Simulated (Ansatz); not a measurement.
**Si (diamond structure), cut as (100) film, 9 layers, dimers on {100} faces where they fit, ended by OH**

Cell contents Si36O8H8 (52 atoms). Vacuum separates the object from its periodic images.

Calculation: PBE (plane waves to 420 eV, PAW; Ansatz, a program for electronic structure).

k-points: Γ-centred 4×4×1 mesh; occupations: Fermi-Dirac, 0.020 eV; spin polarisation not allowed. Scalar-relativistic, no spin-orbit coupling.

 The in-plane lattice is held at the bulk value.

```
Quantity                                                                         Result
--------------------------------------------------------  -----------------------------
electronic character                                                       not metallic
Kohn-Sham band gap                                                              0.86 eV
depth of the highest filled level under the vacuum level                        4.75 eV
depth of the lowest empty level under the vacuum level                          3.89 eV
change of bonding against the cut                                                  none
number of neighbours within 2.839 Å (ending not counted)  3 for 8 atoms, 4 for 28 atoms
mean Si-Si distance (least to greatest)                        2.376 Å (2.349 to 2.448)
cost of relaxation and final run                                   roughly 2 core-hours
```
